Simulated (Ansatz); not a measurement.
Results of r²SCAN (Ansatz, an electronic-structure program, PAW) for C (model structure, started from the Si type, R-3, No. 148, 8 atoms in the cell).

Run with plane-wave cutoff 560 eV, 10×10×10 k mesh, Fermi–Dirac smearing 0.01 eV, scalar-relativistic PAW data made under PBE.

Cell (relaxed at this level):

```
CELL_PARAMETERS angstrom
      3.17387     1.83244     1.28947
     -3.17387     1.83244     1.28947
      0.00000    -3.66487     1.28947
ATOMIC_POSITIONS crystal
  C  0.99939 0.68921 0.49961
  C  0.00061 0.31079 0.50039
  C  0.49961 0.99939 0.68921
  C  0.50039 0.00061 0.31079
  C  0.68921 0.49961 0.99939
  C  0.31079 0.50039 0.00061
  C  0.69795 0.69795 0.69795
  C  0.30205 0.30205 0.30205
```

### Question
Give the computed band gap, Γ–Γ gap and bulk modulus B0.

### Answer

- band gap = 3.73 eV (on the SCF k mesh)
- Γ–Γ gap = 8.49 eV
- bulk modulus B0 = 376 GPa

Note: the bulk modulus is −V dP/dV from two relaxed cells at ±2 % in volume; the relaxation could raise the start's symmetry but not lower it, so the cell can be a saddle point.

The computed numbers hold no vibrational or temperature effects.

A model structure was made by putting elements into a prototype or built by hand; it is no filed structure, need not be a known phase, and can be a saddle point held by its symmetry.
